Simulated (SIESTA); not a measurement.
**Input and output of a self-consistent single point for LaAlAu (Pnma, 12 atoms in the cell) (SIESTA)**

Computed with GGA PBEsol, numerical atomic orbitals DZP, PseudoDojo PBEsol standard norm-conserving potentials (rewritten from UPF to PSML) (SIESTA).

The input file:

```
# files in the folder: La.psml Al.psml Au.psml (PseudoDojo PBEsol standard)
SystemName  LaAlAu
SystemLabel laalau

NumberOfAtoms                12
NumberOfSpecies              3
%block ChemicalSpeciesLabel
  1 57 La
  2 13 Al
  3 79 Au
%endblock ChemicalSpeciesLabel
LatticeConstant              7.780290 Ang
%block LatticeVectors
     1.000000000    0.000000000    0.000000000
     0.000000000    0.603534058    0.000000000
     0.000000000    0.000000000    0.970118080
%endblock LatticeVectors
AtomicCoordinatesFormat      Fractional
%block AtomicCoordinatesAndAtomicSpecies
     0.984140000    0.750000000    0.685560000  1
     0.015860000    0.250000000    0.314440000  1
     0.515860000    0.250000000    0.185560000  1
     0.484140000    0.750000000    0.814440000  1
     0.828530000    0.750000000    0.085600000  2
     0.171470000    0.250000000    0.914400000  2
     0.671470000    0.250000000    0.585600000  2
     0.328530000    0.750000000    0.414400000  2
     0.686670000    0.750000000    0.407400000  3
     0.313330000    0.250000000    0.592600000  3
     0.813330000    0.250000000    0.907400000  3
     0.186670000    0.750000000    0.092600000  3
%endblock AtomicCoordinatesAndAtomicSpecies

XC.functional                GGA
XC.authors                   PBEsol
PAO.BasisSize                DZP
PAO.EnergyShift              0.01 Ry
MeshCutoff                   300 Ry
%block kgrid.MonkhorstPack
    3   0   0  0.0
    0   5   0  0.0
    0   0   3  0.0
%endblock kgrid.MonkhorstPack
OccupationFunction           MP
OccupationMPOrder            1
ElectronicTemperature        272.0 meV

MaxSCFIterations             150
SCF.Mixer.Method             Broyden
SCF.Mixer.Weight             0.2
SCF.Mixer.History            8
SCF.DM.Tolerance             1.0E-04
Diag.ParallelOverK           true
WriteForces                  true
```

The program printed (abridged):

```
reinit: Reading from file input.fdf

reinit: System Name: LaAlAu
reinit: System Label: laalau

coor:   Atomic-coordinates input format  =     Fractional

siesta: Atomic coordinates (Bohr) and species
siesta:     14.46943   6.65515   9.77833  1        1
siesta:      0.23318   2.21838   4.48494  1        2
siesta:      7.58449   2.21838   2.64669  1        3
siesta:      7.11813   6.65515  11.61658  1        4
siesta:     12.18156   6.65515   1.22094  2        5
siesta:      2.52106   2.21838  13.04234  2        6
siesta:      9.87237   2.21838   8.35257  2        7
siesta:      4.83025   6.65515   5.91070  2        8
siesta:     10.09585   6.65515   5.81086  3        9
siesta:      4.60677   2.21838   8.45242  3       10
siesta:     11.95808   2.21838  12.94250  3       11
siesta:      2.74454   6.65515   1.32078  3       12

siesta: System type = bulk

initatomlists: Number of atoms, orbitals, and projectors:     12   204   300

siesta: ******************** Simulation parameters ****************************
redata: Spin configuration                          = none
redata: Time-Reversal Symmetry                      = T
redata: Number of Atomic Species                    =        3
redata: Mesh Cutoff                                 =   300.0000 Ry
redata: Net charge of the system                    =     0.0000 |e|
redata: Min. number of SCF Iter                     =        0
redata: Max. number of SCF Iter                     =      150
redata: SCF convergence failure will abort job
redata: SCF mix quantity                            = Hamiltonian
redata: Mix DM or H after convergence               =   F
redata: Recompute H after scf cycle                 =   F
redata: Mix DM in first SCF step                    =   T
redata: No kicks to SCF
redata: DM Mixing Weight for Kicks                  =     0.5000
redata: Require Harris convergence for SCF          =   F
   [... lines left out ...]
diag: Used triangular part                          = Lower
diag: Absolute tolerance                            =  0.100E-15
diag: Orthogonalization factor                      =  0.100E-05
diag: Memory factor                                 =  1.0000

superc: Internal auxiliary supercell:     5 x     5 x     3  =      75
superc: Number of atoms, orbitals, and projectors:    900  15300  22500

                        Single-point calculation

superc: Internal auxiliary supercell:     5 x     5 x     3  =      75
superc: Number of atoms, orbitals, and projectors:    900  15300  22500

outcell: Unit cell vectors (Ang):
        7.780290    0.000000    0.000000
        0.000000    4.695670    0.000000
        0.000000    0.000000    7.547800

outcell: Cell vector modules (Ang)   :    7.780290    4.695670    7.547800
outcell: Cell angles (23,13,12) (deg):     90.0000     90.0000     90.0000
outcell: Cell volume (Ang**3)        :    275.7489
new_DM -- step:     1
Initializing Density Matrix...

Attempting to read DM from file... Failed...
DM filled with atomic data:

InitMesh: MESH = 90 x 50 x 80 = 360000
InitMesh: Mesh cutoff (required, used) =   300.000   310.485 Ry

stepf: Methfessel-Paxton step function
       Using Hermite-Gauss polynomials of order  1
        iscf     Eharris(eV)        E_KS(eV)     FreeEng(eV)     dDmax    Ef(eV) dHmax(eV)
   scf:    1   -19476.245844   -19928.221116   -19928.204688  1.545469 -3.024243 42.218459
   scf:    2   -20127.531159   -20116.989060   -20117.000790  0.633238 -3.989859  3.990090
   scf:    3   -20121.929828   -20119.907251   -20119.924182  0.062888 -4.018044  2.150393
   scf:    4   -20120.814221   -20120.621874   -20120.637985  0.068311 -4.080432  0.734563
   scf:    5   -20120.695330   -20120.700294   -20120.717595  0.030183 -4.121105  0.285247
   scf:    6   -20120.691969   -20120.715028   -20120.730955  0.016979 -4.139113  0.185834
   scf:    7   -20120.725946   -20120.723107   -20120.739987  0.003850 -4.139188  0.077354
   scf:    8   -20120.723465   -20120.723653   -20120.740553  0.001352 -4.140522  0.023970
   scf:    9   -20120.723553   -20120.723607   -20120.740504  0.000170 -4.141268  0.032364
   scf:   10   -20120.723813   -20120.723742   -20120.740612  0.000366 -4.141405  0.002839
   scf:   11   -20120.723779   -20120.723761   -20120.740615  0.000065 -4.141592  0.000319
SCF Convergence by DM+H criterion
max |DM_out - DM_in|         :     0.0000652181
max |H_out - H_in|      (eV) :     0.0003188168
SCF cycle converged after 11 iterations

Using DM_out to compute the final energy and forces

siesta: E_KS(eV) =           -20120.7238

siesta: E_KS - E_eggbox =    -20120.7238

siesta: Atomic forces (eV/Ang):
     1   -0.035942   -0.000000   -0.033909
     2    0.035942    0.000000    0.033909
     3    0.035942   -0.000000   -0.033909
     4   -0.035942    0.000000    0.033909
     5    0.044136   -0.000000   -0.007024
     6   -0.044136    0.000000    0.007024
     7   -0.044136    0.000000   -0.007024
     8    0.044136   -0.000000    0.007024
     9   -0.032681   -0.000000    0.006430
    10    0.032681    0.000000   -0.006430
    11    0.032681   -0.000000    0.006430
    12   -0.032681    0.000000   -0.006430
   Tot   -0.000000   -0.000000    0.000000
   Max    0.044136
   Res    0.024829    sqrt( Sum f_i^2 / 3N )
   Max    0.044136    constrained

Stress tensor Voigt[x,y,z,yz,xz,xy] (kbar):       22.92       24.45       22.81       -0.00        0.00        0.00
(Free)E + p*V (eV/cell)   -20124.7668
Target enthalpy (eV/cell)   -20120.7406

siesta: Program's energy decomposition (eV):
siesta: Ebs     =     -3731.000677
siesta: Eions   =     26709.420866
siesta: Ena     =      3764.256497
siesta: Ekin    =      5554.082448
siesta: Enl     =       753.203158
siesta: Eso     =         0.000000
siesta: Edftu   =         0.000000
siesta: DEna    =       257.595521
siesta: DUscf   =        11.601630
siesta: DUext   =         0.000000
siesta: Ex      =     -3475.861015
siesta: Ec      =      -276.181135
siesta: Exc     =     -3752.042150
siesta: Eharris =    -20120.723779
siesta: Etot    =    -20120.723761
siesta: FreeEng =    -20120.740615

siesta: Atomic forces (eV/Ang):
siesta:      1   -0.035942   -0.000000   -0.033909
siesta:      2    0.035942    0.000000    0.033909
siesta:      3    0.035942   -0.000000   -0.033909
siesta:      4   -0.035942    0.000000    0.033909
siesta:      5    0.044136   -0.000000   -0.007024
siesta:      6   -0.044136    0.000000    0.007024
siesta:      7   -0.044136    0.000000   -0.007024
siesta:      8    0.044136   -0.000000    0.007024
siesta:      9   -0.032681   -0.000000    0.006430
siesta:     10    0.032681    0.000000   -0.006430
siesta:     11    0.032681   -0.000000    0.006430
siesta:     12   -0.032681    0.000000   -0.006430
siesta: ----------------------------------------
siesta:    Tot   -0.000000   -0.000000    0.000000

siesta: Stress tensor (static) (eV/Ang**3):
siesta:     0.014307    0.000000    0.000000
siesta:     0.000000    0.015258    0.000000
siesta:     0.000000   -0.000000    0.014239

siesta: Cell volume =        275.748867 Ang**3

siesta: Pressure (static):
siesta:                Solid            Molecule  Units
siesta:          -0.00015903         -0.00015958  Ry/Bohr**3
siesta:          -0.01460109         -0.01465158  eV/Ang**3
siesta:         -23.39352550        -23.47441431  kBar
```

The run converged in 11 iterations.

The starting cell comes from a database of computed structures (which also holds hypothetical and non-ambient phases and stackings), without a prior relaxation at this level. Values carry the incompleteness of an atom-centred basis.

Cost on one core of a shared machine: roughly 3 min.
